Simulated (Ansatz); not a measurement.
Nb3Te4: pressure series

The parent structure is Nb3Te4 (space group P6_3/m, No. 176; a = 10.6634 Å, c = 3.5929 Å).

Cell and atoms are relaxed at each pressure.

Method: PBEsol (Ansatz, a program for electronic structure), no spin-orbit coupling.

| pressure (GPa) | volume per atom (Å³/atom) |
|---|---|
| -2 | 26.104 |
| -1 | ? |
| 0 | 25.272 |
| 0.3 | 25.167 |
| 1.5 | 24.743 |
| 3 | 24.270 |
| 5 | 23.708 |
| 7.5 | 23.091 |
| 10 | 22.545 |

Fit the third-order Birch–Murnaghan form P(V) = (3B₀/2)[(V₀/V)^(7/3) − (V₀/V)^(5/3)]·[1 + (3/4)(B₀′ − 4)((V₀/V)^(2/3) − 1)] (squares taken in P) to the rows shown and predict the withheld row.

Least squares on the printed values gives V₀ = 25.277 Å³/atom, B₀ = 67.2 GPa, B₀′ = 4.6; this predicts 25.670 Å³/atom, and the run gives 25.668 Å³/atom, 0.002 lower.

Load acts through the strain it causes; cell and atoms are relaxed under it. Stability against distortions was not tested. No other phases were tried under pressure. All final runs are without spin polarisation.
